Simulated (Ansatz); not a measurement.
Take SiC (space group P6_3mc, No. 186; a = 3.0781 Å, c = 10.0760 Å) as the base. Axes: x lies along a and z along c of the hexagonal cell.

Now apply this change: biaxial strain −0.75 %, plane normal [001], relaxed out of plane (Cartesian); in-plane vectors clamped, the third vector and the atoms free.

Level of theory: PBEsol in Ansatz (plane waves to 420 eV, PAW, scalar-relativistic without spin-orbit coupling).

Base, band edges from the VBM (valence, conduction): K -1.68, 3.86; H -2.47, 3.12; M -1.13, 2.12; L -1.56, 2.53; A -0.21, 5.23; Γ 0.00, 5.03 eV.

### Question
Give the band edges at the high-symmetry points of the new zone, measured from its valence-band maximum.

### Answer
```tsv
point	valence edge (eV)	conduction edge (eV)
Γ	0.00	5.25
M	-1.16	2.06
K	-1.77	3.77
A	-0.20	5.45
L	-1.58	2.53
H	-2.56	3.04
```

The gap is 2.06 eV, indirect, Γ → M.

Stability against distortions was not tested.

Ansatz is a program for electronic structure.
